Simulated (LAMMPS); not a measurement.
An MD run on a melt of CdS (wurtzite), 1800 atoms, cooled from 2620 K to 300 K at 1e+14 K/s, at zero pressure.

Model: classical MD, pair style sw, file CdTeZnSeHgS0.sw; code LAMMPS.

| frequency (THz) | spectral density (1/THz), total | spectral density (1/THz), Cd | spectral density (1/THz), S |
|---|---|---|---|
| 0.08200 | 0.0034 | 0.0029 | 0.0005 |
| 0.4110 | 0.0123 | 0.0101 | 0.0022 |
| 0.7400 | 0.0347 | 0.0290 | 0.0057 |
| 1.069 | 0.0677 | 0.0569 | 0.0108 |
| 1.397 | 0.0961 | 0.0799 | 0.0162 |
| 1.726 | 0.1232 | 0.1013 | 0.0219 |
| 2.055 | 0.1411 | 0.1151 | 0.0259 |
| 2.384 | 0.1485 | 0.1210 | 0.0274 |
| 2.713 | 0.1590 | 0.1297 | 0.0293 |
| 3.042 | 0.1539 | 0.1256 | 0.0283 |
| 3.371 | 0.1297 | 0.1066 | 0.0231 |
| 3.700 | 0.1074 | 0.0904 | 0.0169 |
| 4.029 | 0.0983 | 0.0849 | 0.0134 |
| 4.357 | 0.0952 | 0.0831 | 0.0121 |
| 4.686 | 0.0844 | 0.0726 | 0.0119 |
| 5.015 | 0.0591 | 0.0463 | 0.0128 |
| 5.344 | 0.0355 | 0.0218 | 0.0137 |
| 5.673 | 0.0283 | 0.0126 | 0.0157 |
| 6.002 | 0.0299 | 0.0103 | 0.0195 |
| 6.331 | 0.0299 | 0.0092 | 0.0206 |
| 6.659 | 0.0319 | 0.0091 | 0.0228 |
| 6.988 | 0.0358 | 0.0088 | 0.0270 |
| 7.317 | 0.0359 | 0.0071 | 0.0287 |
| 7.646 | 0.0351 | 0.0057 | 0.0294 |
| 7.975 | 0.0441 | 0.0066 | 0.0374 |
| 8.303 | 0.0681 | 0.0100 | 0.0581 |
| 8.633 | 0.0965 | 0.0139 | 0.0826 |
| 8.962 | 0.1271 | 0.0177 | 0.1094 |
| 9.290 | 0.1520 | 0.0205 | 0.1315 |
| 9.619 | 0.1594 | 0.0217 | 0.1377 |
| 9.948 | 0.1476 | 0.0211 | 0.1265 |
| 10.28 | 0.1120 | 0.0159 | 0.0961 |
| 10.61 | 0.0735 | 0.0093 | 0.0643 |
| 10.93 | 0.0471 | 0.0047 | 0.0424 |
| 11.26 | 0.0319 | 0.0023 | 0.0296 |
| 11.59 | 0.0273 | 0.0014 | 0.0259 |
| 11.92 | 0.0255 | 0.0011 | 0.0244 |
| 12.25 | 0.0231 | 0.0008 | 0.0223 |
| 12.58 | 0.0191 | 0.0006 | 0.0185 |
| 12.91 | 0.0167 | 0.0004 | 0.0163 |
| 13.24 | 0.0192 | 0.0004 | 0.0188 |
| 13.57 | 0.0195 | 0.0004 | 0.0191 |
| 13.89 | 0.0168 | 0.0003 | 0.0165 |
| 14.22 | 0.0135 | 0.0002 | 0.0133 |
| 14.55 | 0.0090 | 0.0002 | 0.0088 |
| 14.88 | 0.0050 | 0.0001 | 0.0049 |
| 15.21 | 0.0027 | 0.0001 | 0.0026 |
| 15.54 | 0.0020 | 0.0000 | 0.0020 |
| 15.87 | 0.0019 | 0.0000 | 0.0018 |
| 16.20 | 0.0011 | 0.0000 | 0.0011 |

Main features:
- state found: glass
- mean frequency of the velocity spectrum: 6.2 THz

Caution: at ambient pressure real CdS sublimes or decomposes before or as it melts, so this liquid is the model's.
